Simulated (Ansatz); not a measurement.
## Effect of strain tensor (xx, yy, zz, yz, xz, xy) = (+0.17, +0.79, −0.52, +1.12, +0.59, +1.16) % on Sn

The reference is Sn in the diamond structure (space group Fd-3m, No. 227; a = 6.569 Å). Axes: x, y, z lie along the cube axes.

The change: strain tensor (xx, yy, zz, yz, xz, xy) = (+0.17, +0.79, −0.52, +1.12, +0.59, +1.16) %; the atoms relax in the strained cell.

The values are results of Ansatz (a program for electronic structure) r2SCAN, no spin-orbit coupling, earlier PAW set, not measurements. Γ-centred 12×12×12 mesh, Fermi–Dirac width 0.05 eV.

| quantity | base | changed | shift |
|---|---|---|---|
| space group | Fd-3m (No. 227) | P-1 (No. 2) | – |
| shortest interatomic distance | 2.844 Å | 2.837 Å | -0.007 Å |
| energy relative to the base (free energy F) | 0 meV/atom | +4.4 meV/atom | +4.4 meV/atom |
| band gap | zero | zero | – |
| stress (xx, yy, zz, yz, xz, xy; compression positive) (rough) | – | (-0.2, -0.4, 0.1, -0.7, -0.4, -0.7) GPa | – |

Without a gap, meshes like the base's 12×12×12 leave anisotropic stresses uncertain by several tenths of a GPa, and small strain energies with them. Whether these cells are dynamically stable was not tested.
